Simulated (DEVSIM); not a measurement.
System: Schottky contact on n-type GaP, at 350 K.

```csv
layer (left to right),material,thickness (μm),Nd (cm⁻³),τn (s),τp (s)
1,GaP,3.90,4.3e15,1.6e-6,1.6e-6
```

Left contact: Schottky, work function 5.41 eV, emission velocity 1e7 cm/s. Right contact: ohmic. Voltage is applied to the left contact. Recombination: SRH at mid-gap. Mobility is μmin + (μ − μmin)/(1 + (N/Nref)^α).

The device is made up for the run: typed textbook-type constants, with dimensions and the other settings drawn at random. Values at 300 K; Nc and Nv go as T^1.5, mobilities as T to minus their exponent, the gap by Varshni's rule with the affinity fixed.

| parameter | GaP |
|---|---|
| gap (eV) | 2.26 |
| affinity (eV) | 3.8 |
| permittivity | 11.1 |
| Nc (cm⁻³) | 1.8e19 |
| Nv (cm⁻³) | 1.9e19 |
| μn (cm²/Vs) | 250 |
| μp (cm²/Vs) | 150 |
| μn,min | 10 |
| μp,min | 10 |
| Nref,n | 4.4e18 |
| Nref,p | 1e18 |
| αn | 0.8 |
| αp | 0.85 |
| T exponent of μn | 1.6 |
| T exponent of μp | 1.98 |
| Varshni α (eV/K) | 0.00058 |
| Varshni β (K) | 372 |

DEVSIM, 1D drift-diffusion, Boltzmann statistics, complete ionisation; no tunnelling, impact ionisation, image-force lowering or self-heating. Metal contacts follow the ideal Schottky-Mott rule: no Fermi-level pinning, no interface dipoles.

The doping Nd of layer 1 was swept, all else fixed.

| doping Nd of layer 1 (cm^-3) | potential step across the device at zero bias (V) | largest field in the device at zero bias (V/cm) | dark forward voltage at 1 A/cm² (V) |
|---|---|---|---|
| 1.3e14 | 1.246 | 7200 | 1.296 |
| 4.3e14 | 1.282 | 13000 | 1.203 |
| 1.3e15 | 1.315 | 23000 | 1.161 |
| 4.3e15 | 1.352 | 43000 | 1.134 |
| 1.3e16 | 1.385 | 76000 | 1.117 |
| 4.3e16 | 1.421 | 140000 | 1.104 |
| 1.3e17 | 1.454 | 240000 | 1.097 |

From the first row to the last the potential step across the device at zero bias goes from 1.246 to 1.454. From the first row to the last the largest field in the device at zero bias goes from 7200 to 240000.
